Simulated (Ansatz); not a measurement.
# A computed series for Tl2HgSiSe4: pressure series

Consider Tl$_{2}$HgSiSe$_{4}$ (space group I-42m, No. 121; a cell from a computed database, its experimental status unchecked).

```
CELL_PARAMETERS angstrom
     -3.95989     3.95989     3.34007
      3.95989    -3.95989     3.34007
      3.95989     3.95989    -3.34007
ATOMIC_POSITIONS crystal
  Tl 0.50000 0.00000 0.50000
  Tl 0.00000 0.50000 0.50000
  Si 0.00000 0.00000 0.00000
  Hg 0.50000 0.50000 0.00000
  Se 0.95717 0.62792 0.00000
  Se 0.37208 0.37208 0.32925
  Se 0.62792 0.95717 0.00000
  Se 0.04283 0.04283 0.67075
```

Cell and atoms are relaxed at each pressure.

Method: PBEsol, PAW, 420 eV (Ansatz, a program for electronic structure; without spin-orbit coupling).

```json
[
 {"pressure (GPa)": "-1", "volume per atom (Å³/atom)": "27.166"},
 {"pressure (GPa)": "0", "volume per atom (Å³/atom)": "26.187"},
 {"pressure (GPa)": "0.9", "volume per atom (Å³/atom)": "25.471"},
 {"pressure (GPa)": "2.1", "volume per atom (Å³/atom)": "24.680"},
 {"pressure (GPa)": "4.5", "volume per atom (Å³/atom)": "23.440"},
 {"pressure (GPa)": "9", "volume per atom (Å³/atom)": "?"},
 {"pressure (GPa)": "15", "volume per atom (Å³/atom)": "20.280"},
 {"pressure (GPa)": "22.5", "volume per atom (Å³/atom)": "18.926"},
 {"pressure (GPa)": "30", "volume per atom (Å³/atom)": "17.958"}
]
```

Problem. Fit the third-order Birch–Murnaghan form P(V) = (3B₀/2)[(V₀/V)^(7/3) − (V₀/V)^(5/3)]·[1 + (3/4)(B₀′ − 4)((V₀/V)^(2/3) − 1)] (squares taken in P) to the rows shown and predict the withheld row.

Solution. Least squares on the printed values gives V₀ = 26.192 Å³/atom, B₀ = 30.7 GPa, B₀′ = 5.0; this predicts 21.778 Å³/atom, and the run gives 21.795 Å³/atom, 0.017 higher.

A case with no gap was solved on a k-mesh chosen for an insulator, which is coarse for it. Load acts through the strain it causes; cell and atoms are relaxed under it. No phonon test of stability was made. Competing high-pressure phases were not computed. The final runs are not spin-polarised.
